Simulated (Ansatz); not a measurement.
Input:

End structure of a constructed model of the (0001) surface of hcp Ru, p(2x2) surface alloy, Y on one Ru site of the top plane (bottom of the slab: a bare face, its two planes held):

```xyz
24
Lattice="5.4428 0.0000 0.0000 -2.7214 4.7136 0.0000 0.0000 0.0000 27.0000" Properties=species:S:1:pos:R:3 pbc="T T T"
Ru     1.3607     0.7856     8.1007
Ru     0.0000     3.1424     8.1007
Ru     4.0821     0.7856     8.1007
Ru     2.7214     3.1424     8.1007
Ru     0.0000     1.5712    10.2472
Ru    -1.3607     3.9280    10.2472
Ru     2.7214     1.5712    10.2472
Ru     1.3607     3.9280    10.2472
Ru     1.3588     0.7867    12.3764
Ru     0.0000     3.1402    12.3764
Ru     4.0840     0.7867    12.3764
Ru     2.7214     3.1424    12.4137
Ru     0.0000     1.5712    14.5439
Ru    -1.3571     3.9301    14.5451
Ru     2.7214     1.5670    14.5451
Ru     1.3571     3.9301    14.5451
Ru     1.3354     0.8002    16.6808
Ru     0.0000     3.1132    16.6808
Ru     4.1074     0.8002    16.6808
Ru     2.7214     3.1424    16.6982
Y      0.0000     1.5712    19.6461
Ru    -1.3444     3.9374    18.7434
Ru     2.7214     1.5524    18.7434
Ru     1.3444     3.9374    18.7434
```

Set-up: 24 atoms, 10.8 Å thick at the start; mesh 8x8x1; 0.1 eV smearing; dipole correction on; 8 atoms held, the rest relaxed; start symmetry kept, larger cells not searched; no spin, no spin-orbit, no U. It is one candidate, not shown to be the stable structure of the face.

### Question
Predict the work function of the top face from PBE (Ansatz, an electronic-structure program).

### Answer
3.22 eV
